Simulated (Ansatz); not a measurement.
Ansatz (a program for electronic structure) run on Tc3Pt (P3m1, 8 atoms in the cell): self-consistent single point.

Level of theory: PBEsol, default PAW files made with PBE (plane waves; Ansatz).

```
CELL_PARAMETERS angstrom
      5.49734     0.00000     0.00000
     -2.74867     4.76084     0.00000
      0.00000     0.00000     4.35916
ATOMIC_POSITIONS crystal
  Tc 0.15750 0.31500 0.25000
  Tc 0.84250 0.68500 0.75000
  Tc 0.84250 0.15750 0.75000
  Tc 0.15750 0.84250 0.25000
  Tc 0.68500 0.84250 0.25000
  Tc 0.31500 0.15750 0.75000
  Pt 0.33333 0.66667 0.76147
  Pt 0.66667 0.33333 0.25000
```

Reference input (self-consistent single point, DFT, PBEsol, plane waves, default PAW files made with PBE): basis.ecutwfc = 36.7 Ry; kpoints.mp_grid.grid = 4 4 5; hamiltonian.xc = pbesol; hamiltonian.pseudopotentials = {kind: paw} (the program's default PAW files); scf.occupations.method = gaussian; scf.occupations.width = 0.0073 Ry. This run's input differs from it in these lines:

Ansatz 0.2 input:
```diff
@@ -17,3 +17,3 @@
 kpoints:
-  mp_grid: { grid: [4, 4, 5] }
+  mp_grid: { grid: [7, 7, 8] }
 hamiltonian:
@@ -22,3 +22,3 @@
 scf:
-  occupations: { method: gaussian, width: 0.0073 Ry }
+  occupations: { method: cold, width: 0.022 Ry }
 output:
```

The program printed (abridged):

```
SCF iter   1: F=—  HF=-56822.149789 eV  |F-HF|=—  |Δ(HF+E_count)|=         —  Δρ=3.23e-1  dr2=2.87e2  ethr=3.10e-3  ⟨swp⟩=5.0  Hψ=12295  notcnv=0
all-band conjugate gradients solve this SCF's bands
preconditioner: auto → Kerker (q_TF=auto, 2.774 Å⁻¹)
SCF iter   2: F=—  HF=-56802.877525 eV  |F-HF|=—  |Δ(HF+E_count)|=    1.93e1  S|Δr|=    0.00e0  Δρ=1.55e-1  dr2=6.95e1  ethr=3.10e-3  ⟨swp⟩=2.1  Hψ=7963  notcnv=0  defer=156
   [... lines left out ...]
SCF iter   7: F=—  HF=-56796.043114 eV  |F-HF|=—  |Δ(HF+E_count)|=   5.10e-4  S|Δr|=    0.00e0  Δρ=1.52e-4  dr2=4.43e-5  ethr=2.31e-6  ⟨swp⟩=2.0  Hψ=5402  notcnv=0  defer=125
SCF iter   8: F=—  HF=-56796.043111 eV  |F-HF|=—  |Δ(HF+E_count)|=   3.82e-6  S|Δr|=    0.00e0  Δρ=1.65e-5  dr2=2.73e-7  ethr=3.52e-8  ⟨swp⟩=2.0  Hψ=5511  notcnv=0  defer=123
SCF iter   9: F=-56796.043110 eV  HF=-56796.043111 eV  |F-HF|=2.73e-8  |Δ(HF+E_count)|=   4.52e-8  S|Δr|=    0.00e0  Δρ=4.80e-6  dr2=3.68e-8  ethr=7.94e-11  ⟨swp⟩=10.3  Hψ=16497  notcnv=0
SCF 1 converged in 9 iterations: F = -56796.043110 eV  dr2 = 3.68e-8
Stability not checked (fill_not_monotonic)
Free energy (F): -56796.043110 eV
Internal energy: -56796.069296 eV  (E = F + TS)
E sigma→0 (E₀):  -56796.051839 eV
Entropy (-TS):   0.026185 eV (3.273 meV/atom)
Fermi energy:    23.300483 eV
--- Forces (eV/Å), atoms counted from 1 ---
  atom   1  Tc     0.00000000     0.17007884     0.17079508
  atom   2  Tc     0.00000000    -0.19040663     0.00524912
  atom   3  Tc    -0.16489698     0.09520332     0.00524912
  atom   4  Tc     0.14729260    -0.08503942     0.17079508
   [... lines left out ...]
  atom   8  Pt     0.00000000     0.00000000     0.05835976
--- Stress (GPa, compression-positive) ---
       -1.978248      -0.000000      -0.000000
        0.000000      -1.978248      -0.000000
       -0.000000      -0.000000      -3.307875
  P = ⅓ Tr σ = -2.4215 GPa (-24.215 kbar)
  The stress holds the Pulay correction. Without it, at fixed plane waves, as pw.x and ABINIT print it: P = -2.4469 GPa
```

The run converged in 9 iterations. Against the reference run the free energy is nearly the same (within 1 meV/atom), the pressure goes from -2.18 to -2.42 GPa and the largest force moves little (0.592 to 0.586 eV/Å).

The starting cell comes from a database of computed structures (which also holds hypothetical and non-ambient phases and stackings), without a prior relaxation at this level. Its lattice was rescaled by up to half a per cent. One atom was moved a little off its site on purpose. Spin polarisation is off. Ansatz's pressure includes its estimate of the finite-basis (Pulay) stress. The cutoff lies below the one recommended for these files.

Cost on one core of a shared machine: roughly 70 s.
